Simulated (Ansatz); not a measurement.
The reference is Ag in the fcc (Cu type) structure (space group Fm-3m, No. 225; a = 4.001 Å; relaxed with 0.1 eV smearing). Axes: x, y, z lie along the cube axes.

Level of theory: Ansatz (a quantum-chemistry and plane-wave program) LDA, without spin-orbit coupling.

Base values:

Shortest interatomic distance: 2.829 Å

Perturbation: uniaxial strain ε_zz = +3.00 %, all other strain components held at zero; the atoms relax in the strained cell.

How does this affect the shortest interatomic distance and stress?

The shortest interatomic distance is still 2.829 Å; the stress (xx, yy, zz, yz, xz, xy; compression positive) comes out as (-3.3, -3.3, -4.6, 0.0, 0.0, 0.0) GPa.

Stability against distortions was not tested.
